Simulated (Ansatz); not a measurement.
Data:

```yaml
crystal:
  lattice:
    - [0.00000, 2.77561, 2.77561]
    - [2.77561, 0.00000, 2.77561]
    - [2.77561, 2.77561, 0.00000]
  atoms:
    - { symbol: Si, position: [0.00000, 0.00000, 0.00000] }
    - { symbol: Si, position: [0.25000, 0.25000, 0.25000] }
```

All values below come from r2SCAN, finite-displacement electron-phonon coupling, linearised Boltzmann equation (plane waves, PAW, scalar-relativistic; Ansatz, a first-principles code). Condition of this run: hydrostatic pressure -5 GPa (the target of the relaxation). Cell: relaxed with this functional, without spin-orbit coupling, then loaded as said.

Q: What phonon-limited electron drift mobility does this give at 300 K?

A: 1270 cm²/(V·s).

Scattering by harmonic phonons alone: no impurities, screening or carrier-carrier scattering, bands fixed at 0 K. From a coarser fine mesh the values given move by up to 4 %. The mesh was bound by memory.
